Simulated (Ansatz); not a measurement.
# AlN: response to strain

The reference is AlN in the zinc blende structure (space group F-43m, No. 216; a = 4.378 Å). Axes: x, y, z lie along the cube axes.

Strains are applied to the cell and any free atomic positions relax; under biaxial strain the out-of-plane vector relaxes too.

Method: Ansatz (a quantum-chemistry and plane-wave program) PBEsol, scalar-relativistic without spin-orbit coupling.

Notes on the quantities. energy relative to the base: free energy F.

```json
[
 {"biaxial strain, plane normal [111], relaxed out of plane (%)": "-2.5", "energy relative to the base (meV/atom)": "21.1"},
 {"biaxial strain, plane normal [111], relaxed out of plane (%)": "-2.08", "energy relative to the base (meV/atom)": "?"},
 {"biaxial strain, plane normal [111], relaxed out of plane (%)": "-1.67", "energy relative to the base (meV/atom)": "9.2"},
 {"biaxial strain, plane normal [111], relaxed out of plane (%)": "-1.25", "energy relative to the base (meV/atom)": "5.1"},
 {"biaxial strain, plane normal [111], relaxed out of plane (%)": "-0.83", "energy relative to the base (meV/atom)": "2.2"},
 {"biaxial strain, plane normal [111], relaxed out of plane (%)": "-0.42", "energy relative to the base (meV/atom)": "0.6"},
 {"biaxial strain, plane normal [111], relaxed out of plane (%)": "0", "energy relative to the base (meV/atom)": "0.0"}
]
```

Question: Fit ΔE = Aε² + Bε³ (ε in %) to the rows shown and predict the withheld row.

Answer: Least squares on the printed values gives A = 3.14 and B = -0.092 meV/atom (largest residual 0.0 meV/atom); this predicts 14.4 meV/atom, and the run gives 14.5 meV/atom, in agreement.

Whether these cells are dynamically stable was not tested. This is not the structure that AlN has at room temperature and ambient pressure.
